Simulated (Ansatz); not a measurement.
## A computed series for Al: response to strain

Take Al in the fcc (Cu type) structure (space group Fm-3m, No. 225; a = 3.9937 Å; relaxed with 0.1 eV smearing) as the base. Axes: x, y, z lie along the cube axes.

Strains are applied to the cell and any free atomic positions relax.

All numbers come from r2SCAN (Ansatz, a program for electronic structure; PAW; 500 eV plane waves; no spin-orbit coupling).

Notes on the quantities. energy relative to the base: free energy F.

```csv
uniaxial strain ε_zz (%),energy relative to the base (meV/atom)
0,0.0
0.5,0.2
1,0.6
1.5,?
2,2.5
2.5,3.9
3,5.6
```

Q: Fit ΔE = Aε² + Bε³ (ε in %) to the rows shown and predict the withheld row.

A: Least squares on the printed values gives A = 0.628 and B = -0.0017 meV/atom (largest residual 0.0 meV/atom); this predicts 1.4 meV/atom, and the run gives 1.4 meV/atom, in agreement.

No phonon test of stability was made.
